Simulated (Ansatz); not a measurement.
The starting structures come from a database of crystals and need not be the phases stable at ambient conditions.

Inside the gap of an insulator the Bloch states are evanescent, with a wavenumber k + iκ along the transport direction.

Consider the following.

```xyz
18
Lattice="5.4664 0.0000 0.0000 0.0000 6.6382 0.0000 0.0000 -2.6537 6.4747" Properties=species:S:1:pos:R:3 pbc="T T T"
Li     4.0998     5.3381     0.7718
Li     1.3666    -1.3536     5.7029
Sr     4.0998     3.9222     4.0564
Sr     1.3666     0.0623     2.4183
Sr     1.3666     1.8325     5.8168
Sr     4.0998     2.1520     0.6578
Si     1.3666     3.4563     2.1710
Si     4.0998     0.5283     4.3037
O      2.6944     4.3878     1.8692
O      2.7720    -0.4032     4.6054
O      5.4276    -0.4032     4.6054
O      0.0388     4.3878     1.8692
O      4.0998     1.0997     2.7783
O      1.3666     2.8848     3.6964
O      1.3666     2.2628     1.0256
O      4.0998     1.7217     5.4491
F      0.0000     0.0000     0.0000
F      2.7332     0.0000     0.0000
```

Space group of this cell: P2_1/m. The cell is taken as given; by PBEsol its mean pressure is -4.1 GPa.

Transport runs along the normal of the first two printed cell vectors.

No gap correction and no spin-orbit coupling; mid-gap values are interpolated between computed energies.

Task: Predict the band gap and the smallest decay constant κ at mid-gap from PBEsol (Ansatz, a quantum-chemistry and plane-wave program).

Result: Gap 4.66 eV on a 6×6×6 mesh; κ = 0.397 1/Å, at the zone centre.
